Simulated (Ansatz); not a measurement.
# GaAs under a change: As → Hg

Base system: GaAs in the zinc blende structure (space group F-43m, No. 216; a = 5.659 Å).

It is then changed as follows: full substitution As → Hg; the structure is relaxed again.

Level of theory: plane-wave PAW DFT at the PBEsol level (Ansatz, a first-principles code, 420 eV), no spin-orbit coupling, earlier PAW set. Settings: 13×13×13 k-points, 0.05 eV Fermi–Dirac smearing, for the changed cell.

The density increases by 2.73 g/cm³ (5.30 g/cm³ → 8.03 g/cm³) and the lattice parameter a goes up by 0.411 Å, from 5.659 Å to 6.070 Å. The space group is still F-43m (No. 216) and the shortest interatomic distance rises by 0.1778 Å to 2.628 Å. The band gap changes from 0.42 eV to zero.

Final structure:

```yaml
crystal:
  lattice:
    - [0.00000, 3.03503, 3.03503]
    - [3.03503, 0.00000, 3.03503]
    - [3.03503, 3.03503, 0.00000]
  atoms:
    - { symbol: Hg, position: [0.75000, 0.75000, 0.75000] }
    - { symbol: Ga, position: [0.00000, 0.00000, 0.00000] }
```

Cost of the whole job for the changed cell (relaxation, final SCF and bands): roughly 110 core-seconds.

No phonon test of stability was made. As relaxed here, GaHg is a hypothetical phase, not in the database extracts checked.
